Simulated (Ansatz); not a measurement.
A user runs Ansatz (a program for electronic structure) on FeI2 (I4_1/amd, 6 atoms in the cell) and asks whether the run is sound. The aim is a self-consistent single point with DFT, LDA (PW92), plane waves, default PAW files made with PBE.

Input as run:

Ansatz 0.2 input:
```yaml
# FeI2
crystal:
  lattice:
    - [-2.72424500, 2.72424500, 6.84768000]
    - [2.72424500, -2.72424500, 6.84768000]
    - [2.72424500, 2.72424500, -6.84768000]
  atoms:
    - { symbol: Fe, position_ang: [0.00000000, 0.00000000, 6.84768000], spin: 4.0 }
    - { symbol: Fe, position_ang: [2.72424500, 0.00000000, 3.42384000], spin: 4.0 }
    - { symbol: I, position_ang: [0.00000000, -0.00000000, 3.99767558] }
    - { symbol: I, position_ang: [2.72424500, -0.00000000, 0.57383558] }
    - { symbol: I, position_ang: [2.72424500, 0.00000000, 6.27384442] }
    - { symbol: I, position_ang: [-0.00000000, 0.00000000, 9.69768442] }
basis:
  ecutwfc: 420.0
  ecutrho_ratio: 2
kpoints:
  mp_grid: { grid: [4, 4, 4] }
hamiltonian:
  xc: lda
  pseudopotentials: { kind: paw }
magnetization:
  spin_polarized: true
scf:
  occupations: { method: methfessel_paxton, width: 0.272 }
output:
  forces: true
  eigenvalues: true
  stress: true
```

The program printed (abridged):

```
WARN basis.ecutrho_ratio = 2 (ecutrho = 840 eV) is below the records' recommended cutoff
settings of this run that can trade accuracy for cost: basis.ecutrho_ratio < 4. Do not mix this run's numbers with those of runs without the same settings …
   [... lines left out ...]
Crystal: 6 atoms, lattice volume = 203.281 Å³
Basis set: ecut = 420 eV, 3975 PW (Γ), FFT grids on a1+a3, a2+a3, a3
Bands: 65, of which v1, the nominal top of the filled ones, is band 50 counted from 1 (49 counted from 0)
Symmetry: 16 space group operations
Space group: I41/amd (ITA 141), of the structure as read, at distance tolerance 5.9e-5 Å
Magnetic group: BNS 141.551 (UNI 1211), of the structure as read, at distance tolerance 5.9e-5 Å
k-points: 13 of 64
PAW frozen core: Fe, regenerated for the run's functional, and the local potential with it
PAW frozen core: I, regenerated for the run's functional, and the local potential with it
Initial density: superposition of atomic densities (chi_scale 0.1, normalization cell, long waves kept (reshape's long-wave potential 0.01 eV rms))
Starting moments: Σ|m| = 8 μB on 2 of 6 sites
Initial wavefunctions: pseudopotential atomic-orbital guess
Eigensolver: davidson
Functional: x = slater, c = lda
SCF iter   1: F=—  HF=-38261.582800 eV  |F-HF|=—  |Δ(HF+E_count)|=         —  Δρ=8.08e-2 (↑1.39e-2 ↓8.08e-2)  dr2=2.01e1  dr2_m=2.90e0  M=5.800 μB ∫|m|=5.847 μB  β_m=0.30  ethr=3.10e-3  ⟨swp⟩=8.9  Hψ=7102  notcnv=0
Mixer restart at iter 1: flushing history
all-band conjugate gradients solve this SCF's bands
preconditioner: auto → none
   [... lines left out ...]
SCF iter  17: F=—  HF=-38262.030574 eV  |F-HF|=—  |Δ(HF+E_count)|=   9.54e-8  S|Δr|=    0.00e0  Δρ=9.58e-6 (↑6.52e-6 ↓9.58e-6)  dr2=3.91e-7  dr2_m=7.10e-8  M=7.939 μB ∫|m|=7.951 μB  β_m=0.64  ethr=5.66e-10  ⟨swp⟩=2.0  Hψ=2827  notcnv=0  defer=128
SCF iter  18: F=-38262.030574 eV  HF=-38262.030574 eV  |F-HF|=5.68e-9  |Δ(HF+E_count)|=   8.49e-8  S|Δr|=    0.00e0  Δρ=2.94e-6 (↑1.33e-6 ↓2.94e-6)  dr2=9.35e-9  dr2_m=7.11e-9  M=7.939 μB ∫|m|=7.951 μB  ethr=1.00e-10  ⟨swp⟩=12.9  Hψ=9185  notcnv=0
SCF 1 converged in 18 iterations: F = -38262.030574 eV  dr2 = 9.35e-9
WARN: an SCF from antiferromagnetic starting moments (-4.00, 4.00, 0.00, 0.00, 0.00, 0.00 Bohr magnetons, atom by atom) was not made, by what the run has read …
   [... lines left out ...]
Absolute magnetization: 7.9519 μB (∫|ρ↑−ρ↓|, with the PAW one-centre terms)
Free energy (F): -38262.030574 eV
Fermi energy:    6.413115 eV
   [... lines left out ...]
  P = ⅓ Tr σ = -2.7494 GPa (-27.494 kbar)
  The stress holds the Pulay correction, which leaves out the density cutoff's part. Without it, at fixed plane waves, as pw.x and ABINIT print it …
settings of this run that can trade accuracy for cost: basis.ecutrho_ratio < 4. Do not mix this run's numbers with those of runs without the same settings …
```

Question: Is this run sound? If not, what is wrong?

Answer: The results are close to the sound ones and would serve for rough work. The doubtful point is a density cutoff or grid that is too coarse. The charge density holds wave vectors up to twice those of the orbitals (four times the energy cutoff), and augmentation charges need more still. The run converged in 18 iterations without an error; against the sound input the free energy falls by 1.3 meV/atom, the pressure hardly changes (-2.76 to -2.75 GPa), the largest force stays at 0.083 eV/Å and the size of the net moment stays at 1.32 μB/atom. The full log also holds (shortened here): “WARN basis.ecutrho_ratio = 2 (ecutrho = 840 eV) is below the records' recommended cutoff”. At a fixed set of plane waves, without the program's Pulay estimate, the pressure is -2.78 GPa against -2.80 GPa.

An input that runs soundly differs in these lines (not the only fix; some lines may just follow from the change or write a value another way):
```diff
-  ecutrho_ratio: 2
```

With that input, the run converged in 18 iterations: free energy E − TS (on the zero of these files) -38262.0228 eV; Fermi level (on the code's own zero) 6.41 eV; pressure -2.76 GPa; largest force (vector length) 0.083 eV/Å; size of the cell's spin moment 7.94 μB (DFT, LDA (PW92), plane waves, default PAW files made with PBE).

On the sound input: the starting cell was generated: these elements placed on a structure prototype, without a prior relaxation; it need not be a known phase or ordering of this composition. Its lattice was rescaled by a random factor within 2.5 % of one. Spin-orbit coupling is off. The magnetic order is the one reached from the typed start; others were not searched systematically. The program warned that, by what it read of turns of the moments, another magnetic order lies lower. Ansatz's pressure includes its estimate of the finite-basis (Pulay) stress.
